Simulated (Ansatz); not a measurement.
How the smallest direct gap on the k points sampled of MgSnO₃ (model structure, started from the cubic perovskite type, Pm-3m, No. 221, 5 atoms in the cell) moves with the method

No measured value is used here.

```csv
level (code),value (eV)
LDA (Ansatz),2.05
PBEsol+SOC (Ansatz),2.08
HSE06+SOC (Ansatz),3.62
PBE0 (Ansatz),4.35
G0W0@PBEsol (Ansatz),3.85
```

At these levels the smallest gap is indirect and lower: LDA 0.92, PBEsol+SOC 0.97, HSE06+SOC 2.42, PBE0 3.13, G0W0@PBEsol 2.73 eV. Computed values are for a static lattice. Levels without +SOC have no spin–orbit coupling; where heavier elements are present it shifts gaps, mostly down, and can invert bands.  G0W0@PBEsol: filled d or f shells below the valence bands can shift G0W0 gaps through exchange with them, which wasn't tested here. Values are at the PBEsol cell. Cutoffs and k meshes differ between the levels. Ansatz's density-functional and Hartree–Fock values are scalar-relativistic unless marked +SOC, with PAW data made under PBE.

A model structure was made by putting elements into a prototype or built by hand; it is no filed structure, need not be a known phase, and can be a saddle point held by its symmetry.

Ansatz is a quantum-chemistry and plane-wave program.
